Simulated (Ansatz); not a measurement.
What each level gives and costs: Ca₃SbP (Pm-3m, 5 atoms in the cell)

```yaml
crystal:
  lattice:
    - [5.25218, 0.00000, 0.00000]
    - [0.00000, 5.25218, 0.00000]
    - [0.00000, 0.00000, 5.25218]
  atoms:
    - { symbol: Ca, position: [0.00000, 0.50000, 0.50000] }
    - { symbol: Ca, position: [0.50000, 0.00000, 0.50000] }
    - { symbol: Ca, position: [0.50000, 0.50000, 0.00000] }
    - { symbol: Sb, position: [0.00000, 0.00000, 0.00000] }
    - { symbol: P, position: [0.50000, 0.50000, 0.50000] }
```

Program: Ansatz (a first-principles code), default PAW files; each row names its functional.

Base settings: basis.ecutwfc = 420 eV; kpoints.mp_grid.grid = 3 3 3; hamiltonian.xc = pbe0; hamiltonian.pseudopotentials = {kind: paw}, with the files named one by one; scf.occupations.method = fixed.

Differences are taken from PBE0, a reference of convenience: it is no measurement, and no ranking of the functionals follows. Where a row names another cutoff or potentials, its difference holds that change too.

Core times come from one kind of shared machine and are given to one figure; runs under 30 s give none.

The starting cell comes from a database of computed structures (which also holds hypothetical and non-ambient phases and stackings), without a prior relaxation at this level. Its lattice was rescaled by a random factor within 2.5 % of one. Spin-orbit coupling is off. In the base run, with a pressure of about 3 GPa the cell is away from its equilibrium volume at this level. Ansatz's pressure includes its estimate of the finite-basis (Pulay) stress.

| level | gap on the mesh less reference (eV) | pressure less reference (GPa) | core time / reference (rough) |
|---|---|---|---|
| PBEsol (hamiltonian.pseudopotentials: {kind: paw}, with the files named one by one → {kind: paw} (the program's default PAW files)) | -1.273 | -1.57 | – |
| HSE06 | -0.628 | 0.04 | 1 |
| PBE0 | 0.000 | 0.00 | 1 |

Keys are those of Ansatz 0.2.
